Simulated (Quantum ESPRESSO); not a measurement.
## Equation of state of wurtzite ZnS (space group 186): energy against volume (Quantum ESPRESSO, PBE)

```xyz
4
Lattice="3.7521 0.0000 0.0000 -1.8760 3.2494 0.0000 0.0000 0.0000 6.1487" Properties=species:S:1:pos:R:3 pbc="T T T"
Zn     0.0000     2.1663     0.0000
Zn     1.8760     1.0831     3.0743
S      0.0000     2.1663     2.3058
S      1.8760     1.0831     5.3801
```

Method: PBE, PSlibrary PAW (PBE) pseudopotentials (plane waves; Quantum ESPRESSO). Settings: ecutwfc = 65 Ry; ecutrho = 390 Ry; occupations = smearing; smearing = fd; degauss = 0.000734986 Ry; potentials = {Zn: Zn.pbe-dn-kjpaw_psl.1.0.0.UPF, S: S.pbe-n-kjpaw_psl.1.0.0.UPF}; K_POINTS = automatic 10 10 5 0 0 0; conv_thr = 1e-10 Ry; mixing_beta = 0.7. The cell above is the first row's. The rows scale it uniformly. In all rows fractional positions and the k mesh are held. E is the free energy at the stated smearing, counted from the lowest row.

```csv
V (Å^3/atom),E (meV/atom)
18.741,24.66
19.149,11.91
19.556,3.87
19.963,0.05
20.371,0.00
20.778,3.33
21.186,9.69
21.593,18.76
22.001,?
```

**Question.** Fit E against V with the third-order Birch-Murnaghan form, a cubic in V^(-2/3), and predict the withheld value at V = 22.001.

**Answer.** With u = V^(-2/3) - 0.135, the rows have u = 0.006733, 0.004713, 0.002767, 0.000889, -0.000932, -0.002689, -0.004393, -0.006039. Least squares gives E = -0.421 + 52.02·u + 539751·u² + 864170·u³. Residuals (row less fit): -0.002, 0.006, -0.004, -0.002, 0.001, 0.005, -0.004, 0.001; standard error 0.005 (degrees of freedom: 4). Its minimum lies at u = -0.000048, so V0 = (0.134952)^(-3/2) = 20.17. There d²E/du² = 1079000 and d³E/du³ = 5185000, so B0 = (4/9) × 20.17^(-7/3) × 1079000 × 0.160218 = 69.4 GPa (the last factor turns the table's units into GPa), and B0' = 4 + (2/3) × 0.134952 × (5185000)/1079000 = 4.4. The program's pressures in the fitted runs (not shown) pass through zero at V = 20.15, 0.09 % from this V0. At the withheld row, u = -0.007638, so E = -0.421 + 52.02 × (-0.007638) + 539751 × (-0.007638)² + 864170 × (-0.007638)³ = 30.285 meV/atom. The calculation gives 30.27 meV/atom, 0.015 meV/atom below the prediction (under 0.05 % of the range of E in the table). The row lies outside the fitted rows, so this is an extrapolation. From the scatter of the fitted rows alone, a prediction at this place has a standard error of 0.012 meV/atom, so the miss is 1.2 times that.

Carrying the step between the two nearest rows on in a straight line would have given 27.85, off by 2.42; series whose last step already gives the withheld value aren't shown. The scan was laid around a cell of about the measured size, scaled by a guess for this functional; axis ratios and inner coordinates come from that cell. This is the high-temperature polymorph. The runs keep the symmetry of the cell, so they don't test it for distortions. The shape of the cell and the inner coordinates aren't relaxed, so V0 and B0 belong to this uniform scaling; a relaxed crystal lies no higher in energy and is usually softer (forces reach 0.03 eV/Å in these rows). Cutoffs and mesh are single choices, not tested for convergence of this quantity. Series with a scatter that would blur these digits, or in which a gap closes, are not shown. Nor are scans whose minimum lies at an end fitted in this form.
